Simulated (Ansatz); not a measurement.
Response to strain in Ta

Take Ta in the bcc (W type) structure (space group Im-3m, No. 229; a = 3.306 Å; relaxed with 0.1 eV smearing) as the base. Axes: x, y, z lie along the cube axes.

Strains are applied to the cell and any free atomic positions relax.

The values are results of r2SCAN (Ansatz, a first-principles code, PAW, no spin-orbit coupling), not measurements.

Notes on the quantities. pressure: mean of the normal stresses, compression positive; energy relative to the base: free energy F.

| case | shortest interatomic distance | pressure | energy relative to the base |
|---|---|---|---|
| base | 2.863 Å | 0.0 GPa | 0 meV/atom |
| uniaxial strain ε_zz = +0.50 % | 2.868 Å | -1.0 GPa | +0.4 meV/atom |
| uniaxial strain ε_zz = +1.00 % | 2.873 Å | -2.0 GPa | +1.5 meV/atom |
| uniaxial strain ε_zz = +1.50 % | 2.878 Å | -2.9 GPa | +3.4 meV/atom |
| uniaxial strain ε_zz = +2.00 % | 2.882 Å | -3.8 GPa | +5.9 meV/atom |
| uniaxial strain ε_zz = +2.50 % | 2.887 Å | -4.7 GPa | +9.2 meV/atom |
| uniaxial strain ε_zz = +3.00 % | 2.892 Å | -5.6 GPa | +13 meV/atom |

Stability against distortions was not tested. The final runs are not spin-polarised.
